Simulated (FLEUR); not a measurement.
Worked example: self-consistent single point of CaNi2 (Fd-3m, 6 atoms in the cell) in FLEUR.

Level of theory: PBEsol, all-electron FLAPW (FLEUR), scalar-relativistic valence run with FLEUR.

The change in words: lattice scaled by 0.98. Reference geometry:
```
CaNi2
1.0
    0.00000     3.49996     3.49996
    3.49996     0.00000     3.49996
    3.49996     3.49996     0.00000
Ca Ni
2 4
Cartesian
  0.00000   0.00000   0.00000
  1.74998   1.74998   1.74998
  4.37495   4.37495   4.37495
  4.37495   2.62497   2.62497
  2.62497   2.62497   4.37495
  2.62497   4.37495   2.62497
```

Reference input (self-consistent single point, DFT, PBEsol, all-electron FLAPW (FLEUR), scalar-relativistic valence): Kmax = 3.8 1/bohr; GmaxXC = 15.2 1/bohr; xcFunctional = PBEs; jspins = 1; l_soc = F; mode = hist; fermiSmearingEnergy = 0.00367493 Htr; mesh (inpgen div1-3) = 6 6 6; inpgen gamma flag = true; Gmax = 15.2 1/bohr; numbands = 0; maxIterBroyd = 15. This run's input differs from it in these lines:

```diff
@@ -3,5 +3,5 @@
 &input film=f /
-0.0000000000 6.6139696266 6.6139696266
-6.6139696266 -0.0000000000 6.6139696266
-6.6139696266 6.6139696266 -0.0000000000
+0.0000000000 6.4816906876 6.4816906876
+6.4816906876 0.0000000000 6.4816906876
+6.4816906876 6.4816906876 0.0000000000
 1.0
@@ -48,5 +48,5 @@
          <bravaisMatrix>
-            <row-1>    0.0000000000000000     6.6139696266000003     6.6139696266000003</row-1>
-            <row-2>    6.6139696266000003     0.0000000000000000     6.6139696266000003</row-2>
-            <row-3>    6.6139696266000003     6.6139696266000003     0.0000000000000000</row-3>
+            <row-1>    0.0000000000000000     6.4816906875999996     6.4816906875999996</row-1>
+            <row-2>    6.4816906875999996     0.0000000000000000     6.4816906875999996</row-2>
+            <row-3>    6.4816906875999996     6.4816906875999996     0.0000000000000000</row-3>
          </bravaisMatrix>
```

The program printed (abridged):

```
 Iteration:     1   Distance:      16.78209679 me/bohr^3
 Iteration:     2   Distance:      10.17214681 me/bohr^3
 Iteration:     3   Distance:       7.07404029 me/bohr^3
 Iteration:     4   Distance:       7.61337357 me/bohr^3
 Iteration:     5   Distance:       5.31546785 me/bohr^3
   [... 10 lines left out ...]
 Iteration:    16   Distance:       0.00018602 me/bohr^3
 Iteration:    17   Distance:       0.00008059 me/bohr^3
 Iteration:    18   Distance:       0.00003262 me/bohr^3
 Iteration:    19   Distance:       0.00000418 me/bohr^3
 Run finished successfully
 Stop message:
   Structural relaxation: Done

[file out, last iteration]
             iter=     20
[...]
          total density-effective poten   -1.1812049419E+04
          total charge density-energy d   -3.2007181789E+02
 Updated energy parameters for spin:           1
[...]
 fermi energy and band-weighting factors:
   [... 5 lines left out ...]

[...]
FERMIE:
          first approx. to ef    (T=0)  :   0.340994 htr   (energy of the highest occ. eigenvalue)
          number of occ. states  (T=0)  :        667
          first approx. to seigv (T=0)  : -45.677487 htr
          sum of weights of occ. states :  42.000000
          sum of semicore charge        :   0.000000 e
FERHIS:  Fermi-Energy by histogram:
          bandgap                     :   0.001732 htr
   [... lines left out ...]
          charge neutrality (T=0)     :   0.000000    (zero if the highest occ. eigenvalue is "entirely" occupied)
     EF_NEWTON:  Adjust Fermi-Energy by Newton-Method.
 Direct bandgap for spin            1 :    1.0396756237197269E-002  Htr
 ---->    free energy=                     -7437.3501001570 htr
   [... lines left out ...]
      extrapolation for T->0
 ---->    total electron energy=           -7437.3474289337 htr
 ***** TOTAL FORCES ON ATOMS *****
 TOTAL FORCE FOR ATOM TYPE=  1  X= -1.620   Y= -1.620   Z= -1.620
                       FX_TOT= 0.000000 FY_TOT= 0.000000 FZ_TOT= 0.000000
 TOTAL FORCE FOR ATOM TYPE=  2  X=  6.482   Y=  6.482   Z=  6.482
                       FX_TOT= 0.000000 FY_TOT= 0.000000 FZ_TOT= 0.000000
 Structural relaxation: Done
```

The run converged in 19 iterations. FLEUR gives forces in its relaxation mode, with a further iteration, so its stop message speaks of a relaxation. Against the reference run the free energy goes up by 38.0 meV/atom.

The starting cell comes from a database of computed structures (which also holds hypothetical and non-ambient phases and stackings), without a prior relaxation at this level. Its lattice was rescaled by a random factor within 2.5 % of one. For this run, on top of that: lattice scaled by 0.98. Spin polarisation is off. Values depend on the basis (sphere radii, cutoffs, local orbitals), which need not be converged. The log's line on a gap gives a spacing of levels on this mesh, which the program prints for metals too.

Cost on one core of a shared machine: roughly 80 s.
